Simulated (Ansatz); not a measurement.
Checking a run of Ansatz (a first-principles code) on ZrNb4CN4 (R3m, 10 atoms in the cell). The aim is a self-consistent single point with DFT, PBEsol, plane waves, default PAW files made with PBE.

Cell that was meant: a = 13.1413 Å, b = 13.1413 Å, c = 13.1413 Å, α = 13.91°, β = 13.91°, γ = 13.91°.

Part of the input:

Ansatz 0.2 input:
```yaml
scf:
  occupations:
    method: fermi_dirac
    width: 0.0735 Ry
output:
  forces: true
  eigenvalues: true
```

Log, with long lists cut:

```
WARN ansatz: RAYON_NUM_THREADS=1 ignored (pool sized by the plan → 1); use --threads N
   [... lines left out ...]
PAW frozen core: N, regenerated for the run's functional, and the local potential with it
Initial density: superposition of atomic densities (neutral atoms: chi_scale 0, normalization atom), corrected by the library's trained network
Initial wavefunctions: pseudopotential atomic-orbital guess
Eigensolver: davidson
Functional: x = pbesol(κ = 0.804, μ = 0.12345679012345678), c = pbesol(β = 0.046)
SCF iter   1: F=—  HF=-23890.214523 eV  |F-HF|=—  |Δ(HF+E_count)|=         —  Δρ=2.02e-2  dr2=9.23e-1  ethr=1.77e-3  ⟨swp⟩=5.0  Hψ=32247  notcnv=0
all-band conjugate gradients solve this SCF's bands
preconditioner: auto → Kerker (q_TF=auto, 2.613 Å⁻¹)
SCF iter   2: F=—  HF=-23890.121780 eV  |F-HF|=—  |Δ(HF+E_count)|=   9.27e-2  Δρ=1.11e-2  dr2=3.17e-1  ethr=1.05e-3  ⟨swp⟩=1.0  Hψ=9976  notcnv=0
   [... lines left out ...]
SCF iter   5: F=—  HF=-23890.075547 eV  |F-HF|=—  |Δ(HF+E_count)|=   1.92e-5  Δρ=7.19e-5  dr2=5.44e-5  ethr=3.09e-7  ⟨swp⟩=1.3  Hψ=8635  notcnv=0
SCF iter   6: F=—  HF=-23890.075531 eV  |F-HF|=—  |Δ(HF+E_count)|=   1.62e-5  Δρ=2.10e-5  dr2=1.75e-6  ethr=6.18e-8  ⟨swp⟩=1.0  Hψ=8588  notcnv=0
SCF iter   7: F=-23890.075531 eV  HF=-23890.075531 eV  |F-HF|=6.19e-8  |Δ(HF+E_count)|=   1.50e-7  Δρ=4.87e-6  dr2=7.12e-8  ethr=1.14e-10  ⟨swp⟩=4.6  Hψ=32338  notcnv=0
SCF 1 converged in 7 iterations: F = -23890.075531 eV  dr2 = 7.12e-8
Free energy (F): -23890.075531 eV
Internal energy: -23874.904252 eV  (E = F + TS)
E sigma→0 (E₀):  -23882.489891 eV
Entropy (-TS):   -15.171278 eV (-1517.128 meV/atom)
Fermi energy:    18.253013 eV
--- Forces (eV/Å), atoms counted from 1 ---
  atom   1  Zr     0.00000000    -0.00000001    -0.69145428
  atom   2  Nb     0.00000000     0.00000000     0.36532442
  atom   3  Nb    -0.00000000     0.00000000     0.03313563
  atom   4  Nb     0.00000000    -0.00000000    -0.24573022
  atom   5  Nb     0.00000000     0.00000001     0.61751229
  atom   6  C      0.00000000     0.00000000     0.17507574
  atom   7  N      0.00000000    -0.00000000    -0.03112254
   [... lines left out ...]
  atom  10  N      0.00000000    -0.00000000    -0.17915028
--- Stress (GPa, compression-positive) ---
        1.411653       0.000000       0.000000
        0.000000       1.411653      -0.000000
        0.000000      -0.000000       0.196759
  P = ⅓ Tr σ = 1.0067 GPa (10.067 kbar)
  The stress holds the Pulay correction. Without it, at fixed plane waves, as pw.x and ABINIT print it: P = 0.6442 GPa
```

Q: Is this run sound? If not, what is wrong?

A: The run is not sound. The fault is a smearing width that is far too large. A width of many tenths of an electronvolt moves electrons far across the Fermi level or the gap, and the free energy and its derivatives carry a large smearing term. To fix it, use a width small against the gap or band features. The run converged in 7 iterations without an error; against the sound input the free energy drops by 738 meV/atom, the pressure goes from -12.94 to 1.01 GPa and the largest force goes from 0.276 to 0.691 eV/Å.

An input that runs soundly differs in these lines (not the only fix; some lines may just follow from the change or write a value another way):
```diff
-    width: 0.0735 Ry
+    width: 0.01 Ry
```

With that input, the run converged in 8 iterations: free energy E − TS (on the zero of these files) -23882.6926 eV; Fermi level (on the code's own zero) 18.61 eV; pressure -12.94 GPa; largest force (vector length) 0.276 eV/Å (DFT, PBEsol, plane waves, default PAW files made with PBE).

On the sound input: the starting cell comes from a database of computed structures (which also holds hypothetical and non-ambient phases and stackings), without a prior relaxation at this level. Spin polarisation is off. With a pressure of about -13 GPa the cell is away from its equilibrium volume at this level. Ansatz's pressure includes its estimate of the finite-basis (Pulay) stress.
